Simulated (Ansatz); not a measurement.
Start from WC (space group P-6m2, No. 187; relaxed with 0.1 eV smearing).

```
WC
1.0
    2.92246     0.00000     0.00000
   -1.46123     2.53092     0.00000
    0.00000     0.00000     2.84619
W C
1 1
Direct
  0.00000   0.00000   0.00000
  0.33333   0.66667   0.50000
```

Cartesian axes are those of the cell as printed.

Calculations: PBE/PAW in Ansatz (a program for electronic structure), no spin-orbit coupling.

Before the change:

```
Property   Result
--------  -------
Pressure  0.0 GPa
Band gap     zero
```

Perturbation: uniaxial strain ε_zz = +0.50 %, all other strain components held at zero; the atoms relax in the strained cell.

### Question
How does this affect the pressure, energy relative to the base and band gap?

### Answer
The pressure (mean of the normal stresses, compression positive) goes from zero to -2.1 GPa; the energy increases by 0.8 meV/atom; the band gap remains zero.

Stability against distortions was not tested. The final runs are not spin-polarised.
